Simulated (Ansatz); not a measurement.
Defect migration in 3C silicon carbide: C vacancy, charge state +2. Calculation: PBE, PAW (plane waves to 420 eV; Ansatz, a first-principles code).

64-site cell at the relaxed PBE lattice, a 2×2×2 k-point mesh shifted by half a step, smearing 0.01 eV, spin-restricted, no finite-size correction. No zero-point or tunnelling terms. The charge state is imposed; whether it is stable for some Fermi level was not computed. Forms of the defect that were not tried may lie lower.

Barriers: single points on a 3×3×3 k-point mesh shifted by half a step at the bands' geometries.

Relaxed starting cell (atoms counted from 1):

```xyz
63
Lattice="8.7600 0.0000 0.0000 0.0000 8.7600 0.0000 0.0000 0.0000 8.7600" Properties=species:S:1:pos:R:3 pbc="T T T"
Si    -0.0031     0.0005    -0.0074
Si    -0.0747    -0.0713     4.4545
Si    -0.0163     4.3855    -0.0022
Si    -0.0031     4.3907     4.3828
Si     4.3819    -0.0126    -0.0021
Si     4.3870     0.0004     4.3829
Si     4.3777     4.3814     0.0018
Si     4.3818     4.3853     4.3958
C      1.0910     1.0946     7.6687
C      1.0910     5.4746     3.2887
C      1.0913     5.4745     7.6686
C      5.4709     1.0945     3.2886
C      5.4712     1.0946     7.6686
C      5.4711     5.4747     3.2886
C      5.4709     5.4746     7.6687
Si    -0.0746     2.2605     2.1230
Si    -0.0031     2.1888     6.5847
Si    -0.0031     6.5584     2.1945
Si    -0.0163     6.5636     6.5795
Si     4.3870     2.1889     2.1944
Si     4.3818     2.2018     6.5793
Si     4.3818     6.5639     2.1814
Si     4.3777     6.5677     6.5755
C      1.1031     3.2781     1.1053
C      1.0789     3.2778     5.4717
C      1.0789     7.6713     1.1055
C      1.1031     7.6711     5.4720
C      5.4702     3.2836     1.0997
C      5.4718     3.2834     5.4774
C      5.4719     7.6658     1.0998
C      5.4701     7.6656     5.4777
Si     2.2565    -0.0707     2.1234
Si     2.1852     0.0005     6.5847
Si     2.1852     4.3907     2.1946
Si     2.1984     4.3852     6.5792
Si     6.5547     0.0005     2.1946
Si     6.5603    -0.0129     6.5795
Si     6.5603     4.3855     2.1811
Si     6.5640     4.3813     6.5754
C      3.2744     1.1067     1.1053
C      3.2743     1.0825     5.4720
C      3.2799     5.4738     1.0998
C      3.2799     5.4754     5.4774
C      7.6677     1.0825     1.1055
C      7.6677     1.1067     5.4719
C      7.6621     5.4755     1.0996
C      7.6621     5.4737     5.4777
Si     2.1852     2.1887    -0.0074
Si     2.2565     2.2598     4.4538
Si     2.1984     6.5639    -0.0019
Si     2.1851     6.5585     4.3828
Si     6.5603     2.2021    -0.0021
Si     6.5548     2.1886     4.3826
Si     6.5640     6.5678     0.0018
Si     6.5603     6.5639     4.3962
C      3.2744     3.2780     3.2764
C      3.2799     3.2834     7.6694
C      3.2743     7.6712     3.3008
C      3.2799     7.6658     7.6679
C      7.6677     3.2779     3.3009
C      7.6621     3.2836     7.6677
C      7.6677     7.6714     3.2765
C      7.6621     7.6656     7.6696
```
Cell charge +2.

End state 1 differs by these moves (Å; atoms that move under 0.08 Å are left out):

```csv
atom,element,Δx,Δy,Δz
2,Si,0.07,0.06,-0.07
4,Si,-0.07,0.06,-0.07
16,Si,0.07,-0.07,0.06
17,Si,-0.07,-0.07,0.06
25,C,0.00,-2.18,-2.18
32,Si,-0.06,0.07,0.07
35,Si,0.06,0.07,0.07
49,Si,0.00,-0.14,-0.14
```

**Question.** Give the forward and backward barriers to end state 1 at the level PBE, PAW.

**Answer.** forward 5.22 eV, backward 5.22 eV; at the saddle point atom 25 has neighbours Si at 1.80, 2 Si at 2.20, 2 Si at 2.24 Å. The check of the saddle point's order was inconclusive, and it lies on a symmetry element of the cell, where a band can be held.
